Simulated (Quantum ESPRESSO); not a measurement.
A self-consistent single point of MgTe (F-43m, 2 atoms in the cell) with Quantum ESPRESSO.

Method of the run: PBE, spin-orbit coupling, PseudoDojo fully relativistic norm-conserving (PBE) pseudopotentials (plane waves; Quantum ESPRESSO 7.5).

```yaml
crystal:
  lattice:
    - [0.00000, 3.21000, 3.21000]
    - [3.21000, 0.00000, 3.21000]
    - [3.21000, 3.21000, 0.00000]
  atoms:
    - { symbol: Mg, position: [0.00000, 0.00000, 0.00000] }
    - { symbol: Te, position: [0.25000, 0.25000, 0.25000] }
```

Reference input (self-consistent single point, DFT, PBE, plane waves, SSSP 1.1.2 precision (PBE) pseudopotentials): ecutwfc = 50 Ry; ecutrho = 400 Ry; occupations = smearing; smearing = fermi-dirac; degauss = 0.0036749 Ry; potentials = {Mg: mg_pbe_v1.4.uspp.F.UPF, Te: Te_pbe_v1.uspp.F.UPF}; K_POINTS = automatic 7 7 7 0 0 0; conv_thr = 1e-09 Ry; mixing_beta = 0.7. This run's input differs from it in these lines:

```diff
@@ -12,4 +12,3 @@
   ntyp = 2,
-  ecutwfc = 50,
-  ecutrho = 400,
+  ecutwfc = 85,
   occupations = 'smearing',
@@ -17,2 +16,4 @@
   degauss = 0.0036749,
+  noncolin = .true.,
+  lspinorb = .true.,
 /
@@ -23,4 +24,4 @@
 ATOMIC_SPECIES
-Mg    24.3050  mg_pbe_v1.4.uspp.F.UPF
-Te   127.6000  Te_pbe_v1.uspp.F.UPF
+Mg    24.3050  Mg.upf
+Te   127.6000  Te.upf
 ATOMIC_POSITIONS angstrom
```

Output (repeated stretches shortened):

```
     Self-consistent Calculation

     iteration #  1     ecut=    85.00 Ry     beta= 0.70

     Threshold (ethr) on eigenvalues was too large:
     Diagonalizing with lowered threshold

     total energy              =    -328.36383286 Ry
     estimated scf accuracy    <       0.05302579 Ry

     iteration #  2     ecut=    85.00 Ry     beta= 0.70

     total energy              =    -328.37422165 Ry
     estimated scf accuracy    <       0.00585813 Ry

     iteration #  3     ecut=    85.00 Ry     beta= 0.70

     total energy              =    -328.37546489 Ry
     estimated scf accuracy    <       0.00028666 Ry

   [... 3 blocks of this kind left out ...]

     iteration #  7     ecut=    85.00 Ry     beta= 0.70

     total energy              =    -328.37549008 Ry
     estimated scf accuracy    <          4.6E-09 Ry

     iteration #  8     ecut=    85.00 Ry     beta= 0.70
     End of self-consistent calculation

     the Fermi energy is     6.1375 ev

!    total energy              =    -328.37549008 Ry
     estimated scf accuracy    <          8.9E-12 Ry
     smearing contrib. (-TS)   =      -0.00000000 Ry
     internal energy E=F+TS    =    -328.37549008 Ry

     convergence has been achieved in   8 iterations

     Forces acting on atoms (cartesian axes, Ry/au):

     atom    1 type  1   force =     0.00000000    0.00000000    0.00000000
     atom    2 type  2   force =     0.00000000    0.00000000    0.00000000

     Total force =     0.000000     Total SCF correction =     0.000000

          total   stress  (Ry/bohr**3)                   (kbar)     P=       15.78
   0.00010728   0.00000000   0.00000000           15.78        0.00        0.00
   0.00000000   0.00010728  -0.00000000            0.00       15.78       -0.00
   0.00000000  -0.00000000   0.00010728            0.00       -0.00       15.78

   JOB DONE.
```

The run converged in 8 iterations. Against the reference run the pressure moves little (1.50 to 1.58 GPa) and the gap on the mesh goes from 2.512 to 2.232 eV.

The starting cell has typed, rounded lattice constants, without a prior relaxation at this level.

Cost on one core of a shared machine: roughly 4 min.
